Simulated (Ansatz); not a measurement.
Hypothetical zinc blende HgO: pressure 22.5 GPa

Base system: HgO in the zinc blende structure (space group F-43m, No. 216; a = 5.196 Å; a hypothetical phase, not in the database extracts checked).

One thing is altered: a hydrostatic pressure of 22.5 GPa.

Method: Kohn–Sham DFT with the PBEsol functional, run in Ansatz (an electronic-structure program) with PAW and 420 eV plane waves, spin-orbit coupling left out, earlier PAW set. Γ-centred 15×15×15 mesh, Fermi–Dirac width 0.05 eV.

Volume per atom: 14.94 Å³ (base 17.54 Å³)
Lattice parameter a: 4.926 Å (base 5.196 Å)
Shortest interatomic distance: 2.133 Å (base 2.250 Å)
Enthalpy H = E + PV relative to the base's energy: +2.25 eV/atom
Band gap: zero (base zero)

With Hg present, leaving out spin-orbit coupling can change the band edges. Load acts through the strain it causes; cell and atoms are relaxed under it. Stability against distortions was not tested. No other phases were tried under pressure. The final runs are not spin-polarised. A zero or small gap of HgO can be the functional's error rather than a property of the material.
